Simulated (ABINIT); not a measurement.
Refining one setting for RbPdCl3 (Pm-3m, 5 atoms in the cell)

```
CELL_PARAMETERS angstrom
      4.93184     0.00000     0.00000
      0.00000     4.93184     0.00000
      0.00000     0.00000     4.93184
ATOMIC_POSITIONS crystal
  Rb 0.00000 0.00000 0.00000
  Pd 0.50000 0.50000 0.50000
  Cl 0.00000 0.50000 0.50000
  Cl 0.50000 0.00000 0.50000
  Cl 0.50000 0.50000 0.00000
```

Method of the run: PBEsol, PAW (JTH v2.0 PBE PAW, files made for PBE) (plane waves; ABINIT).

The starting cell comes from a database of computed structures (which also holds hypothetical and non-ambient phases and stackings), without a prior relaxation at this level. Its lattice was rescaled by a random factor within 2.5 % of one. Spin polarisation is off. The potentials were made for another functional than the one used.

Held fixed: pseudos = [Rb.GGA_PBE-JTH.xml, Pd.GGA_PBE-JTH.xml, Cl.GGA_PBE-JTH.xml]; ecut = 26 Ha; pawxcdev = 0; ixc = -116133; occopt = 3; tsmear = 0.00499791 Ha; ngkpt = 4 4 4; nshiftk = 1; shiftk = 0.5 0.5 0.5; potentials = JTH v2.0 PBE PAW; nband = 31; kptopt = 1; nstep = 100; toldfe = 1e-09 Ha.

ΔF is the free energy per atom less that of the last row (104 Ha).

```json
[
 {"pawecutdg": "26 Ha", "ΔF (meV/atom)": "-2.7", "pressure (GPa)": "-1.26"},
 {"pawecutdg": "32.5 Ha", "ΔF (meV/atom)": "-0.97", "pressure (GPa)": "-1.43"},
 {"pawecutdg": "39 Ha", "ΔF (meV/atom)": "-0.41", "pressure (GPa)": "-1.36"},
 {"pawecutdg": "52 Ha", "ΔF (meV/atom)": "-0.60", "pressure (GPa)": "-1.28"},
 {"pawecutdg": "65 Ha", "ΔF (meV/atom)": "-0.52", "pressure (GPa)": "-1.18"},
 {"pawecutdg": "78 Ha", "ΔF (meV/atom)": "-0.18", "pressure (GPa)": "-1.23"},
 {"pawecutdg": "104 Ha", "ΔF (meV/atom)": "0.00", "pressure (GPa)": "-1.26"}
]
```

Energy within 2 meV/atom of the last row: from pawecutdg = 32.5 Ha on; the one before it is off by 2.7 meV/atom.
